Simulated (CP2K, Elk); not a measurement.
A CP2K input for a self-consistent single point of InSe (P-6m2, 8 atoms in the cell) (DFT LDA (Pade form), GPW, DZVP-MOLOPT-SR-GTH basis, GTH-PADE potentials (GTH_POTENTIALS)):

```
&GLOBAL
  PROJECT scf
  RUN_TYPE ENERGY_FORCE
  PRINT_LEVEL LOW
&END GLOBAL
&FORCE_EVAL
  METHOD Quickstep
  STRESS_TENSOR ANALYTICAL
  &DFT
    BASIS_SET_FILE_NAME BASIS_MOLOPT
    POTENTIAL_FILE_NAME GTH_POTENTIALS
    &QS
      METHOD GPW
      EPS_DEFAULT 1E-11
    &END QS
    &MGRID
      CUTOFF 500
      REL_CUTOFF 40
      NGRIDS 5
    &END MGRID
    &SCF
      SCF_GUESS ATOMIC
      EPS_SCF 1E-6
      MAX_SCF 100
      ADDED_MOS 13
      &DIAGONALIZATION
        ALGORITHM STANDARD
      &END DIAGONALIZATION
      &MIXING
        METHOD BROYDEN_MIXING
        ALPHA 0.4
        NBUFFER 10
      &END MIXING
      &SMEAR ON
        METHOD FERMI_DIRAC
        ELECTRONIC_TEMPERATURE [K] 116.05
      &END SMEAR
    &END SCF
    &KPOINTS
      SCHEME MONKHORST-PACK 5 5 1
    &END KPOINTS
    &XC
      &XC_FUNCTIONAL PADE
      &END XC_FUNCTIONAL
    &END XC
    &PRINT
      &MO
        EIGENVALUES T
        OCCUPATION_NUMBERS T
        NDIGITS 8
        FILENAME mo
        &EACH
          QS_SCF 0
        &END EACH
        ADD_LAST NUMERIC
      &END MO
      &MULLIKEN OFF
      &END MULLIKEN
    &END PRINT
  &END DFT
  &SUBSYS
    &CELL
      ABC 3.96638300 3.96638374 17.69101900
      ALPHA_BETA_GAMMA 90.00000000 90.00000000 120.00000220
      PERIODIC XYZ
    &END CELL
    &COORD
      In       0.00000000     0.00000000    10.21461746
      In       0.00000000     0.00000000     7.47640154
      In      -0.00000232     2.28999381    16.32191104
      In      -0.00000232     2.28999381     1.36910796
      Se       1.98319332     1.14499519    15.09043921
      Se       1.98319332     1.14499519     2.60057979
      Se      -0.00000232     2.28999381    11.44644311
      Se      -0.00000232     2.28999381     6.24457589
    &END COORD
    &KIND In
      BASIS_SET DZVP-MOLOPT-SR-GTH-q13
      POTENTIAL GTH-PADE-q13
    &END KIND
    &KIND Se
      BASIS_SET DZVP-MOLOPT-SR-GTH-q6
      POTENTIAL GTH-PADE-q6
    &END KIND
  &END SUBSYS
  &PRINT
    &FORCES ON
    &END FORCES
    &STRESS_TENSOR ON
    &END STRESS_TENSOR
  &END PRINT
&END FORCE_EVAL
```

Write the same calculation as an input for Elk.

One input that does it (others would too):

```
tasks
  0

xctype
  3

rgkmax
  7.0

stype
  3

swidth
  0.000367493

scale
  1.889726125

avec
    3.9663833238    0.0000001749    0.0000000000
   -1.9831918133    3.4349886321    0.0000000000
    0.0000000000    0.0000000000   17.6910190000

sppath
  'species/'

atoms
  2   : nspecies
  'In.in'   : spfname
  4   : natoms; atposl, bfcmt below
  0.0000000000  0.0000000000  0.5773900000    0.0 0.0 0.0
  0.0000000000  0.0000000000  0.4226100000    0.0 0.0 0.0
  0.3333333333  0.6666666667  0.9226100000    0.0 0.0 0.0
  0.3333333333  0.6666666667  0.0773900000    0.0 0.0 0.0
  'Se.in'   : spfname
  4   : natoms; atposl, bfcmt below
  0.6666666667  0.3333333333  0.8530000000    0.0 0.0 0.0
  0.6666666667  0.3333333333  0.1470000000    0.0 0.0 0.0
  0.3333333333  0.6666666667  0.6470200000    0.0 0.0 0.0
  0.3333333333  0.6666666667  0.3529800000    0.0 0.0 0.0

ngridk
  5 5 1
```

Basis, cutoffs, solver keys and any potentials are the target program's own. This input uses DFT, LDA (PW92), all-electron FP-LAPW, Elk's shipped species files, default APW+lo basis. LDA parametrisations can differ slightly between programs.

The starting cell comes from a database of computed structures (which also holds hypothetical and non-ambient phases and stackings), without a prior relaxation at this level. For this run, on top of that: lattice scaled by 0.98.
